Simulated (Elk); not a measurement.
Input and output of a self-consistent single point for ScGa₅Fe (P4/mmm, 7 atoms in the cell) (Elk).

Method of the run: LDA (PW92), all-electron FP-LAPW, Elk's shipped species files, APW+lo basis with extra local orbitals run with Elk.

```
ScGa5Fe
1.0
    4.11746     0.00000     0.00000
    0.00000     4.11746     0.00000
    0.00000     0.00000     6.60474
Sc Ga Fe
1 5 1
Cartesian
  0.00000   0.00000   0.00000
  0.00000   2.05873   2.02132
  0.00000   2.05873   4.58343
  2.05873   0.00000   2.02132
  2.05873   0.00000   4.58343
  2.05873   2.05873   0.00000
  0.00000   0.00000   3.30237
```

Reference input (self-consistent single point, DFT, PBEsol, all-electron FP-LAPW, Elk's shipped species files, APW+lo basis with extra local orbitals): xctype = 22; rgkmax = 7.5; stype = 0; swidth = 0.00734986 Ha; ngridk = 5 5 3; gmaxvr = 16 1/bohr; nxlo = 2; lorbcnd = true; lmaxi = 2. This run's input differs from it in these lines:

```diff
@@ -4,3 +4,3 @@
 xctype
-  22
+  3
```

Log, with long lists cut:

```
│ Self-consistent loop started │
│ Loop number : 1 │
 total energy                :     -11769.1704899
│ Loop number : 2 │
 total energy                :     -11766.4819726
RMS change in Kohn-Sham potential (target) :   0.5698974023     (  0.1000000000E-05)
Absolute change in total energy (target)   :    2.688517253     (  0.1000000000E-03)
│ Loop number : 3 │
 total energy                :     -11754.3897567
RMS change in Kohn-Sham potential (target) :   0.2011872649     (  0.1000000000E-05)
Absolute change in total energy (target)   :    12.76434525     (  0.1000000000E-03)
│ Loop number : 4 │
   [... lines left out ...]
Absolute change in total energy (target)   :   0.9232830071E-03 (  0.1000000000E-03)
│ Loop number : 17 │
 total energy                :     -11739.8686792
RMS change in Kohn-Sham potential (target) :   0.1581217068E-05 (  0.1000000000E-05)
Absolute change in total energy (target)   :   0.2100547063E-03 (  0.1000000000E-03)
│ Loop number : 18 │
 total energy                :     -11739.8687195
RMS change in Kohn-Sham potential (target) :   0.4803099439E-06 (  0.1000000000E-05)
Absolute change in total energy (target)   :   0.1219569640E-04 (  0.1000000000E-03)
Convergence targets achieved

│ Loop number : 19 │

Energies :
 Fermi                       :     0.273649423534
 total energy                :     -11739.8687772

Density of states at Fermi energy :    76.95672622
 (states/Hartree/unit cell)

Estimated indirect band gap :   0.4115081923E-02
 from k-point      6 to k-point      8
Estimated direct band gap   :   0.4221315627E-02
 at k-point      8

Charges :
 core                        :    110.0000000
 valence                     :    92.00000000
 interstitial                :    10.36086635
 muffin-tins (core leakage)
  species :    1 (Sc)
   atom    1                 :    19.23583322     (  0.3361884993E-08)
  species :    2 (Ga)
   atom    1                 :    29.48435602     (  0.1570879234E-02)
   atom    2                 :    29.48435602     (  0.1570879234E-02)
   [... lines left out ...]
   atom    5                 :    29.42754319     (  0.1558943892E-02)
  species :    3 (Fe)
   atom    1                 :    25.03833313     ( -0.9769962617E-13)
 total in muffin-tins        :    191.6391336
 total calculated charge     :    201.9729665
 total charge                :    202.0000000
 error                       :   0.2703351028E-01

│ Self-consistent loop stopped │
```

The run converged in 19 iterations. The count includes the last loop, which Elk runs after its targets are met. 

The starting cell comes from a database of computed structures (which also holds hypothetical and non-ambient phases and stackings), without a prior relaxation at this level. Its lattice was rescaled by a random factor within 2.5 % of one. Spin polarisation is off. Values depend on the basis (sphere radii, cutoffs, local orbitals), which need not be converged. The log's line on a gap gives a spacing of levels on this mesh, which the program prints for metals too.

Cost on one core of a shared machine: roughly 70 s.
